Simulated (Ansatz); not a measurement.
We consider SrInHO2 (model structure, started from the SrVO2H type, P4/mmm, No. 123, 5 atoms in the cell), described by PBE0 (plane waves, PAW; Ansatz, a program for electronic structure).

Run with plane-wave cutoff 460 eV, 6×6×6 k mesh, Fermi–Dirac smearing 0.01 eV, scalar-relativistic PAW data made under PBE.

Cell (relaxed with PBEsol):

```yaml
crystal:
  lattice:
    - [4.24641, 0.00000, 0.00000]
    - [0.00000, 4.24641, 0.00000]
    - [0.00000, 0.00000, 3.71758]
  atoms:
    - { symbol: Sr, position: [0.50000, 0.50000, 0.50000] }
    - { symbol: In, position: [0.00000, 0.00000, 0.00000] }
    - { symbol: O, position: [0.50000, 0.00000, 0.00000] }
    - { symbol: O, position: [0.00000, 0.50000, 0.00000] }
    - { symbol: H, position: [0.00000, 0.00000, 0.50000] }
```

**Question.** Estimate the band gap, smallest direct gap on the k points sampled and direct gap at Γ that the calculation returns.

**Answer.** 
band gap: 2.87 eV (on the SCF k mesh)
smallest direct gap on the k points sampled: 4.00 eV
direct gap at Γ: 7.47 eV

Note: the relaxation could raise the start's symmetry but not lower it, so the cell can be a saddle point; cell and atoms aren't relaxed at this level (pressure 0.5 GPa).

Spin–orbit coupling is not included.

It cost very roughly 100 core-seconds of CPU time.

A model structure was made by putting elements into a prototype or built by hand; it is no filed structure, need not be a known phase, and can be a saddle point held by its symmetry.
